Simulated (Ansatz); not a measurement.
Response to strain in C

The parent structure is C in the diamond structure (space group Fd-3m, No. 227; a = 3.560 Å). Axes: x, y, z lie along the cube axes.

Strains are applied to the cell and any free atomic positions relax; under biaxial strain the out-of-plane vector relaxes too.

Level of theory: r2SCAN (Ansatz, a program for electronic structure), scalar-relativistic without spin-orbit coupling.

Notes on the quantities. energy relative to the base: free energy F; in-plane stress: mean in-plane stress (compression positive).

```tsv
variant	energy relative to the base	in-plane stress	volume per atom
base	0 meV/atom	–	5.64 Å³
biaxial strain +0.50 %, plane normal [001], relaxed out of plane	+1.0 meV/atom	-5.9 GPa	5.69 Å³
biaxial strain +1.00 %, plane normal [001], relaxed out of plane	+4.2 meV/atom	-11.6 GPa	5.74 Å³
biaxial strain +1.50 %, plane normal [001], relaxed out of plane	+9.3 meV/atom	-17.1 GPa	5.79 Å³
biaxial strain +2.00 %, plane normal [001], relaxed out of plane	+16 meV/atom	-22.4 GPa	5.84 Å³
biaxial strain +2.50 %, plane normal [001], relaxed out of plane	+25 meV/atom	-27.4 GPa	5.90 Å³
biaxial strain +3.00 %, plane normal [001], relaxed out of plane	+36 meV/atom	-32.3 GPa	5.95 Å³
```

No phonon test of stability was made.
